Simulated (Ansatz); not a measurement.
A self-consistent single point of Hf (P6_3/mmc, 4 atoms in the cell) with Ansatz (a first-principles code).

Method of the run: PBE, PAW files (plane waves; Ansatz).

```
CELL_PARAMETERS angstrom
      3.10929     0.00000     0.00000
     -1.55465     2.69272     0.00000
      0.00000     0.00000    10.00416
ATOMIC_POSITIONS crystal
  Hf 0.00000 0.00000 0.00000
  Hf 0.00000 0.00000 0.50000
  Hf 0.33333 0.66667 0.25000
  Hf 0.66667 0.33333 0.75000
```

Reference input (self-consistent single point, DFT, PBE, plane waves, PAW files): basis.ecutwfc = 420 eV; kpoints.mp_grid.grid = 12 12 4; hamiltonian.xc = pbe; hamiltonian.pseudopotentials = {kind: paw} (an earlier, softer set of the program's PAW files); scf.occupations.method = cold; scf.occupations.width = 0.136 eV. This run's input differs from it in these lines:

Ansatz 0.2 input:
```diff
@@ -11,3 +11,3 @@
 basis:
-  ecutwfc: 420.0 eV
+  ecutwfc: 545.0 eV
 kpoints:
```

Log, with long lists cut:

```
SCF iter   1: F=—  HF=-62888.816072 eV  |F-HF|=—  |Δ(HF+E_count)|=         —  Δρ=3.49e-2  dr2=1.18e0  ethr=3.10e-3  ⟨swp⟩=5.2  Hψ=11009  notcnv=0  defer=1
all-band conjugate gradients solve this SCF's bands
preconditioner: auto → Kerker (q_TF=auto, 2.829 Å⁻¹)
SCF iter   2: F=—  HF=-62888.578600 eV  |F-HF|=—  |Δ(HF+E_count)|=   2.37e-1  S|Δr|=    0.00e0  Δρ=2.17e-2  dr2=4.45e-1  ethr=1.14e-3  ⟨swp⟩=3.1  Hψ=7249  notcnv=0  defer=215
   [... lines left out ...]
SCF iter   7: F=—  HF=-62888.432196 eV  |F-HF|=—  |Δ(HF+E_count)|=   2.60e-6  S|Δr|=    0.00e0  Δρ=4.34e-5  dr2=1.10e-6  ethr=8.56e-9  ⟨swp⟩=2.2  Hψ=6496  notcnv=0  defer=215
SCF iter   8: F=—  HF=-62888.432201 eV  |F-HF|=—  |Δ(HF+E_count)|=   5.45e-6  S|Δr|=    0.00e0  Δρ=1.30e-5  dr2=2.57e-7  ethr=1.06e-9  ⟨swp⟩=2.0  Hψ=6330  notcnv=0  defer=215
SCF iter   9: F=-62888.432201 eV  HF=-62888.432201 eV  |F-HF|=7.62e-8  |Δ(HF+E_count)|=   1.15e-7  S|Δr|=    0.00e0  Δρ=7.04e-6  dr2=4.12e-8  ethr=9.62e-11  ⟨swp⟩=10.3  Hψ=17364  notcnv=0
SCF 1 converged in 9 iterations: F = -62888.432201 eV  dr2 = 4.12e-8
Stability not checked (fill_not_monotonic)
Free energy (F): -62888.432201 eV
Internal energy: -62888.428558 eV  (E = F + TS)
E sigma→0 (E₀):  -62888.430987 eV
Entropy (-TS):   -0.003643 eV (-0.911 meV/atom)
Fermi energy:    19.410887 eV
--- Forces (eV/Å), atoms counted from 1 ---
  atom   1  Hf     0.00000000     0.00000000     0.00000000
   [... zero for the other atoms too ...]
--- Stress (GPa, compression-positive) ---
        9.863121       0.000000       0.000000
       -0.000000       9.863121       0.000000
        0.000000       0.000000       8.863060
  P = ⅓ Tr σ = 9.5298 GPa (95.298 kbar)
  The stress holds the Pulay correction. Without it, at fixed plane waves, as pw.x and ABINIT print it: P = 9.5229 GPa
```

The run converged in 9 iterations. Against the reference run the free energy falls by 1.1 meV/atom and the pressure stays at 9.53 GPa.

The starting cell was generated: these elements placed on a structure prototype, without a prior relaxation; it need not be a known phase or ordering of this composition. Its lattice was rescaled by a random factor within 2.5 % of one. Ansatz's pressure includes its estimate of the finite-basis (Pulay) stress.
